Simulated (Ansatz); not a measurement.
# Relaxation of the atoms of LaNi4Sn2 (I4/mcm, 14 atoms in the cell) at several settings

```yaml
crystal:
  lattice:
    - [-3.88512, 3.88512, 3.96322]
    - [3.88512, -3.88512, 3.96322]
    - [3.88512, 3.88512, -3.96322]
  atoms:
    - { symbol: La, position: [0.25000, 0.25000, 0.00000] }
    - { symbol: La, position: [0.75000, 0.75000, 0.00000] }
    - { symbol: Ni, position: [0.30206, 0.80206, 0.77620] }
    - { symbol: Ni, position: [0.69794, 0.19794, 0.22380] }
    - { symbol: Ni, position: [0.80206, 0.02586, 0.50000] }
    - { symbol: Ni, position: [0.19794, 0.97414, 0.50000] }
    - { symbol: Ni, position: [0.02586, 0.52586, 0.22380] }
    - { symbol: Ni, position: [0.97414, 0.47414, 0.77620] }
    - { symbol: Ni, position: [0.52586, 0.30206, 0.50000] }
    - { symbol: Ni, position: [0.47414, 0.69794, 0.50000] }
    - { symbol: Sn, position: [0.34079, 0.84079, 0.18158] }
    - { symbol: Sn, position: [0.65921, 0.15921, 0.81842] }
    - { symbol: Sn, position: [0.84079, 0.65921, 0.50000] }
    - { symbol: Sn, position: [0.15921, 0.34079, 0.50000] }
```

Base: Ansatz (an electronic-structure program) with PBEsol, default PAW files made with PBE. Its settings: basis.ecutwfc = 420 eV; kpoints.mp_grid.grid = 4 4 4; hamiltonian.xc = pbesol; hamiltonian.pseudopotentials = {kind: paw} (the program's default PAW files); scf.occupations.method = fermi_dirac; scf.occupations.width = 0.1 eV. Starting volume 17.09 Å³ per atom.

Each line gives the change from the base single point and the result:

- relax: default → atoms: pressure -4.88 GPa; relaxation steps 6; free energy against the base single point -0.9 meV/atom.
- atoms moved at random; scf.convergence.dr2_threshold: default (1e-07 eV) → 0.001 eV; relax: default → atoms; relax.f_tol: default → 0.03 eV/Å: pressure -4.88 GPa; largest force (vector length) 0.002 eV/Å; relaxation steps 4; free energy against the base single point -0.9 meV/atom.
- atoms moved at random; relax: default → atoms; relax.f_tol: default → 0.005 eV/Å: pressure -4.87 GPa; largest force (vector length) 0.002 eV/Å; relaxation steps 6; free energy against the base single point -0.9 meV/atom.

The starting cell comes from a database of computed structures (which also holds hypothetical and non-ambient phases and stackings), without a prior relaxation at this level. Spin polarisation is off. Ansatz's pressure includes its estimate of the finite-basis (Pulay) stress.

Keys are those of Ansatz 0.2.
